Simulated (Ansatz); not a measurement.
Name crystals whose mean free path at 300 K lies between 13.9 and 22 nm and whose logarithmic mean phonon energy lies between 13.4 and 21 meV, by PBEsol, DFPT electron-phonon coupling, linearised Boltzmann equation in Ansatz (an electronic-structure program).

Many crystals can fit; among those computed here:
- HfH₂ (I4/mmm): 17.9 nm, 17.3 meV
- AuAl$_{2}$ (Fm-3m): 18.6 nm, 18.2 meV
- MgRh (Pm-3m): 16.2 nm, 14.0 meV
- NbZn3 (Pm-3m): 14.3 nm, 18.5 meV
- ScPd₃ (Pm-3m): 14.8 nm, 14.0 meV

Metals; harmonic phonons alone scatter; means over directions. The mean free path is weighted by the current that each state carries. Halving the electron mesh moves these values by up to 9 %; q meshes are mostly untested. Some of the runs warned that the eigensolver left states short of its tolerance. Spin-orbit coupling is left out.

Formula and space group known from diffraction (Crystallography Open Database), not checked to be the room-temperature form: HfH2 (I4/mmm), MgRh (Pm-3m), NbZn3 (Pm-3m), ScPd3 (Pm-3m). The missing spin-orbit coupling matters most for AuAl2 (Fm-3m), HfH2 (I4/mmm).
